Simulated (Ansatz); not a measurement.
# Effect of x(K) = 0.667, 3 atoms, P-3m1 on Na

The parent structure is Na in the bcc (W type) structure (space group Im-3m, No. 229; a = 4.197 Å).

The other end (x = 1) is K in the bcc (W type) structure (space group Im-3m, No. 229): 73.74 Å³/atom, gap zero.

Now apply this change: a fraction x = 0.667 of the Na sites is given to K, ordered in a cell of 3 atoms (starting symmetry P-3m1) and fully relaxed.

All numbers come from Ansatz (a quantum-chemistry and plane-wave program) PBE, spin-orbit coupling left out. Γ-centred 8×8×11 mesh, Fermi–Dirac width 0.05 eV, for the changed cell.

The volume per atom grows by 23.274 Å³ to 60.23 Å³ and the shortest interatomic distance goes up by 0.578 Å to 4.212 Å. The band gap is still zero and the mixing energy is +0.03 eV/atom (to 0.01 eV only: unlike meshes or grids).

Final structure:

```yaml
crystal:
  lattice:
    - [6.90443, 0.00000, 0.00000]
    - [-3.45222, 5.97941, 0.00000]
    - [0.00000, 0.00000, 4.37639]
  atoms:
    - { symbol: K, position: [0.33333, 0.66667, 0.68929] }
    - { symbol: K, position: [0.66667, 0.33333, 0.31071] }
    - { symbol: Na, position: [0.00000, 0.00000, 0.00000] }
```

Each cell is one ordered arrangement of few atoms, which overstates ordering effects compared with a random alloy. No phonon test of stability was made.
